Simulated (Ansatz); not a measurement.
SnO (P4/nmm, No. 129, 4 atoms in the cell; start mp-545552)

Level of theory: PBE0 (plane waves, PAW; Ansatz, a first-principles code).

Numerical settings: plane-wave cutoff 500 eV, 8×6×8 k mesh (along the axes of the cell as run), Fermi–Dirac smearing 0.05 eV, scalar-relativistic PAW data made under PBE.

Cell (relaxed with r²SCAN):

Space group P4/nmm, origin choice 1 (No. 129); a = 3.8077 Å, b = 3.8077 Å, c = 4.9378 Å, α = 90.00°, β = 90.00°, γ = 90.00°

```
atom  site  symmetry       x       y       z
----  ----  --------  ------  ------  ------
Sn      2c       4mm  0.0000  0.5000  0.2323
O       2a      -4m2  0.0000  0.0000  0.0000
```

For SnO (P4/nmm, No. 129, 4 atoms in the cell; start mp-545552), the band gap is 1.24 eV (on the SCF k mesh).

Note: exact exchange on metals is sensitive to the k mesh and can open a false gap; cell and atoms aren't relaxed at this level (largest force component 0.14 eV/Å, pressure -0.5 GPa).

Spin–orbit coupling is not included.

The computed numbers hold no vibrational or temperature effects.

Computing time: very roughly 5 core-minutes.

A start named mp-… is a Materials Project structure, which need not be a measured phase.
